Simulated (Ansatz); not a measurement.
System: Ga-vacancy pair (Ga on one host Si site, one Si site vacant) in silicon (charge state +1). Level of theory: PBE, PAW (plane waves to 420 eV; Ansatz, a quantum-chemistry and plane-wave program).

Settings: 64 host sites, the relaxed PBE lattice, a 2×2×2 k-point mesh shifted by half a step, smearing 0.01 eV, spin-restricted, no image-charge correction. Energies are static. The charge state is imposed; whether it is stable for some Fermi level was not computed. Forms of the defect that were not tried may lie lower.

Barriers: single points on a 3×3×3 k-point mesh shifted by half a step at the bands' geometries.

Relaxed starting cell (atoms counted from 1):

```
GaSi62
1.0
   10.94000     0.00000     0.00000
    0.00000    10.94000     0.00000
    0.00000     0.00000    10.94000
Ga Si
1 62
Cartesian
 -0.12080   0.11453   2.85258
 -0.00403  -0.00235   8.19502
 -0.00399   5.45583   2.73661
 -0.01014   5.48055   8.22010
  5.47778  -0.00234   2.73632
  5.45239   0.00358   8.22074
  5.45338   5.48000   2.74324
  5.47120   5.46189   8.20184
  1.36433   4.09695   1.36858
  1.36244   4.10960   6.85045
  1.36436   9.56908   6.83672
  6.82296   4.10994   1.37016
  6.83668   4.09678   6.83635
  6.83642   9.56911   1.36847
  6.82327   9.57116   6.85059
 -0.00547   2.75288  -0.01634
  0.00486   2.73143   5.47070
  0.02859   8.21382   0.01072
 -0.00540   8.18440   5.49250
  5.45853   2.71802  -0.00792
  5.47304   2.72982   5.46962
  5.47876   8.20040  -0.00063
  5.46015   8.19226   5.45918
  1.44636   1.39131   4.13047
  1.34153   1.34131   9.59464
  1.34145   6.85407   4.08213
  1.38857   6.85100   9.59031
  6.84340   1.36311   4.10250
  6.82590   1.36184   9.56306
  6.82638   6.82357   4.10118
  6.83963   6.83251   9.57215
  2.71663  -0.03868   0.01461
  2.74890  -0.00081   5.49284
  2.73325   5.45433  -0.00057
  2.74105   5.47319   5.45895
  8.18018  -0.00100  -0.01644
  8.20209  -0.01171   5.47082
  8.21488   5.47427  -0.00790
  8.20351   5.46047   5.46949
  4.10998   4.10685   4.10116
  4.10074   4.09332   9.57210
  4.08027   9.59305   4.08290
  4.08154   9.54550   9.59109
  9.57019   4.09020   4.10237
  9.57175   4.10729   9.56303
  9.54237   9.48704   4.13016
  9.59119   9.59244   9.59364
  2.74936   2.75264   2.73801
  2.74091   2.71797   8.21417
  2.72599   8.20866   2.70988
  2.73349   8.20010   8.19428
  8.20193   2.73139   2.72780
  8.20329   2.73004   8.20017
  8.18067   8.18396   2.73790
  8.21472   8.19227   8.21376
  4.07733   1.34054   1.39058
  4.11004   1.36169   6.84704
  4.08329   6.85024   1.34401
  4.10085   6.83246   6.83335
  9.54169   1.39156   1.28614
  9.57013   1.36333   6.82948
  9.59260   6.85566   1.39059
  9.57174   6.82349   6.84675
```
Cell charge +1.

End state 1 differs by these moves (Å; atoms that move under 0.08 Å are left out):

| atom | element | Δx | Δy | Δz |
|---|---|---|---|---|
| 1 | Ga | 1.61 | -1.61 | -1.60 |
| 18 | Si | -0.11 | -0.04 | -0.04 |
| 24 | Si | -0.12 | -0.04 | -0.04 |
| 32 | Si | 0.04 | 0.12 | -0.04 |
| 46 | Si | 0.04 | 0.11 | -0.04 |
| 50 | Si | 0.04 | -0.04 | 0.11 |
| 60 | Si | 0.04 | -0.04 | 0.11 |

**Question.** What is the computed forward and backward barriers to end state 1 (PBE, PAW)?

**Answer.** forward 0.23 eV, backward 0.23 eV; at the saddle point atom 1 has neighbours 3 Si at 2.83, 3 Si at 2.84 Å. The program found a first-order saddle point.
